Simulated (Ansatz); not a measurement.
An Ansatz (a program for electronic structure) input (Ansatz LDA, without spin-orbit coupling):

Ansatz 0.2 input:
```yaml
crystal:
  lattice:
    - [0, 2.487677211, 2.487677211]
    - [2.487677211, 0, 2.487677211]
    - [2.487677211, 2.487677211, 0]
  atoms:
    - { symbol: Mg, position: [0, 0, 0] }
    - { symbol: S, position: [0.5, 0.5, 0.5] }
basis: { ecutwfc: 420, ecutrho_ratio: 4, xc_grid: 2, fft_grid_basis: typed }
kpoints: { mp_grid: { grid: [11, 11, 11] } }
hamiltonian:
  xc: lda
  dispersion: none
  pseudopotentials: { kind: paw }
scf: { occupations: { method: fermi_dirac, width: 0.05 }, convergence: { dr2_threshold: 0.0000000002 } }
relax: { f_tol: 0.005, max_steps: 50 }
output: { forces: true, stress: true }
checkpoint: { write: state.ck, write_every: 1000 }
```

Problem. Which symmetry and how many k-points will the program report, and about how many plane waves at Γ?

Solution. Space group Fm-3m (ITA 225) with 48 operations, k-points 56 of 1331, and 609 plane waves at Γ.

Problem. And the final pressure?

Solution. 9.16 GPa (compression positive).

The cells carry an imposed strain or load. Whether these cells are dynamically stable was not tested. The cell was made from MgS in the rock salt structure (space group Fm-3m, No. 225) by this change: isotropic strain −3.00 %.
